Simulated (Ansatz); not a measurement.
Functionals compared on the (115) surface of diamond, 2 pairs of surface atoms bonded, H on every dangling bond (bottom of the slab: built like the top, H on every dangling bond, free), in Ansatz (plane waves, PAW). The structure was relaxed with PBE; the other rows are single points on it. Cutoff 420 eV (500 eV for r2SCAN). HSE06 used the coarser mesh 3x3x1.

Set-up: 68 atoms, 11.6 Å thick at the start with caps and adatoms (thin: gaps and levels are the slab's own); mesh 5x4x1; 0.025 eV smearing; dipole correction on; 12 atoms held, the rest relaxed; symmetry of the start imposed; no spin, no spin-orbit, no U. These notes are the PBE run's.

| functional | gap of the slab on its k-mesh (eV) | highest filled level below the top vacuum level (eV) | rough cost of the single point |
|---|---|---|---|
| PBE | 2.86 | 3.71 | – |
| r2SCAN | … | … | about 6 core-minutes (a rough figure) |

Problem. What belongs in the gaps?

Solution. 
- r2SCAN, gap of the slab on its k-mesh (eV): 3.36
- r2SCAN, highest filled level below the top vacuum level (eV): 3.78

Ansatz is a first-principles code.
